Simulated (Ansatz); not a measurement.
## Evanescent states of AlAs (F-43m, zinc blende, 2 atoms a cell, 22.9 Å³ an atom) along the normal of (001)

Method: PBEsol (plane waves, PAW; Ansatz, an electronic-structure program).

The gap is the functional's own, uncorrected, and κ follows it; spin-orbit coupling is left out. Mid-gap means the computed energy nearest the middle.

Energies count from the valence-band top; κ is the least over a 8×8 mesh across the current.

```csv
E (eV),κ (1/Å),where
0.04,0.034,Γ
0.12,0.057,Γ
0.20,0.072,Γ
0.28,0.083,Γ
0.36,0.092,Γ
0.44,0.099,Γ
0.52,0.104,Γ
0.60,0.109,Γ
0.68,0.112,Γ
0.76,0.114,Γ
0.84,0.116,Γ
0.92,0.116,Γ
1.00,0.116,Γ
1.08,0.115,Γ
1.16,0.105,off Γ
1.24,0.080,off Γ
1.32,0.039,off Γ
```

Problem. How thick must the barrier be to attenuate the transmission by 10^4 when the electrodes' Fermi level lies at 0.68 eV, and what attenuation does that film give at 0.60 eV?

Solution. d = 4 ln 10 / (2 × 0.112) = 41.1 Å. At 0.60 eV it gives 4 × 0.109/0.112 = 3.9 decades.
